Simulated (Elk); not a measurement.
Elk 10.2.4, DFT, PBE, spin-polarised, all-electron FP-LAPW, Elk's shipped species files: a generated cell (prototype structure at a guessed volume, not a measured phase) of Gd2Ru (space group Fd-3m) (Gd4Ru2), 6 atoms, spin-polarised from a ferromagnetic start. Basis and mesh were picked for this test and aren't claimed converged.

| Item | Value |
|---|---|
| cell | 6.80, 6.80, 6.80 Å; 60, 60, 60° |
| task | ground state |
| xctype | 20 |
| spinpol | true |
| reducebf | 0.5 |
| swidth | 0.004 Hartree |
| k mesh (ngridk) | 4×4×4 |
| maxscl | 100 |
| rgkmax | 7 (default) |
| empty states an atom (nempty) | 4 (default) |
| epspot (Hartree) | 1e-06 (default) |
| epsengy (Hartree) | 0.0001 (default) |
| k-points after symmetry (for each spin) | 8 |
| largest matrix size | 588 |
| valence states | 152 |

Settings of this run: mixtype = 3, mixsdb = 5, broydpm = [0.4, 0.15], tefvit = true; 4 threads, 1 BLAS thread.

```tsv
loop	total energy (Hartree)	RMS change in potential
1	-53472.3540871	-
2	-54077.7809105	1.723649406
3	-54219.8655755	1.628782694
4	-54261.9124792	1.658348743
5	-54858.9015313	2.942190631
6	-55211.9313509	3.947142940
7	-52743.8628089	4.776581064
8	-52377.6952695	6.519750366
9	-52450.2105346	6.694116768
10	-52525.7453129	6.355504390
11	-52906.6183468	4.843317212
12	-55039.9323892	3.749875100
13	-54039.4468799	1.584127505
14	-54839.4459651	3.015324970
…	…	…
51	-54151.3678242	0.1059740999
52	-54207.1000487	0.5773286545E-01
53	-54179.4798633	0.3444888789E-01
54	-54182.9610142	0.1001913613E-01
55	-54187.9585089	0.1000198727E-01
56	-54187.6571030	0.7781049354E-02
57	-54186.2042849	0.1201289650E-02
58	-54186.5069454	0.2018077340E-02
…	…	…
93	-54185.9844364	0.5307233963E-03
94	-54186.1739332	0.4358443732E-03
95	-54186.1424823	0.2028835993E-03
96	-54186.0391560	0.3336157704E-03
97	-54186.1235204	0.2045309054E-03
98	-54186.1496346	0.2760868165E-03
99	-54186.1773463	0.2710818694E-03
100	-54186.1905185	-
```

The run ended without self-consistency in 100 loops.

What should be changed so that self-consistency is reached?

Several could match; the one computed here: tefvit = false (default) (45 self-consistent loops), all else kept. Counts are of single runs.
